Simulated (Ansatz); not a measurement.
System: AsSe (P2₁/c, No. 14). Method: r²SCAN (PAW; Ansatz, a program for electronic structure).

Settings: plane-wave cutoff 560 eV, 6×4×4 k mesh (along the axes of the cell as run), Fermi–Dirac smearing 0.01 eV, scalar-relativistic PAW data made under PBE.

Cell (measured lattice):

```cif
data_As16Se16
_chemical_formula_sum 'As16 Se16'
_space_group_name_H-M_alt 'P 1'
_space_group_IT_number 1
_cell_length_a 6.73680
_cell_length_b 13.81870
_cell_length_c 10.00766
_cell_angle_alpha 90.000
_cell_angle_beta 113.603
_cell_angle_gamma 90.000
loop_
_space_group_symop_operation_xyz
  'x, y, z'
loop_
_atom_site_label
_atom_site_type_symbol
_atom_site_fract_x
_atom_site_fract_y
_atom_site_fract_z
_atom_site_occupancy
As1 As 0.64936 0.98304 0.88632 1
As2 As 0.35064 0.48304 0.61368 1
As3 As 0.35064 0.01696 0.11368 1
As4 As 0.64936 0.51696 0.38632 1
As5 As 0.44931 0.14058 0.56649 1
As6 As 0.55069 0.64058 0.93351 1
As7 As 0.55069 0.85942 0.43351 1
As8 As 0.44931 0.35942 0.06649 1
As9 As 0.86482 0.13264 0.67597 1
As10 As 0.13518 0.63264 0.82403 1
As11 As 0.13518 0.86736 0.32403 1
As12 As 0.86482 0.36736 0.17597 1
As13 As 0.66704 0.16351 0.95990 1
As14 As 0.33296 0.66351 0.54010 1
As15 As 0.33296 0.83649 0.04010 1
As16 As 0.66704 0.33649 0.45990 1
Se1 Se 0.35756 0.98987 0.64728 1
Se2 Se 0.64244 0.48987 0.85272 1
Se3 Se 0.64244 0.01013 0.35272 1
Se4 Se 0.35756 0.51013 0.14728 1
Se5 Se 0.92460 0.97636 0.79152 1
Se6 Se 0.07540 0.47636 0.70848 1
Se7 Se 0.07540 0.02364 0.20848 1
Se8 Se 0.92460 0.52364 0.29152 1
Se9 Se 0.38829 0.23349 0.75035 1
Se10 Se 0.61171 0.73349 0.74965 1
Se11 Se 0.61171 0.76651 0.24965 1
Se12 Se 0.38829 0.26651 0.25035 1
Se13 Se 0.95508 0.22098 0.89917 1
Se14 Se 0.04492 0.72098 0.60083 1
Se15 Se 0.04492 0.77902 0.10083 1
Se16 Se 0.95508 0.27902 0.39917 1
```

Question: Predict the band gap, smallest direct gap on the k points sampled and direct gap at Γ.

Answer: 
band gap: 1.25 eV (indirect)
smallest direct gap on the k points sampled: 1.59 eV
direct gap at Γ: 1.76 eV

Note: cell and atoms aren't relaxed at this level (largest force component 0.21 eV/Å, pressure 0.4 GPa).

Spin–orbit coupling is not included.

Computed values are for the static lattice.

It cost very roughly 3 core-hours of CPU time.
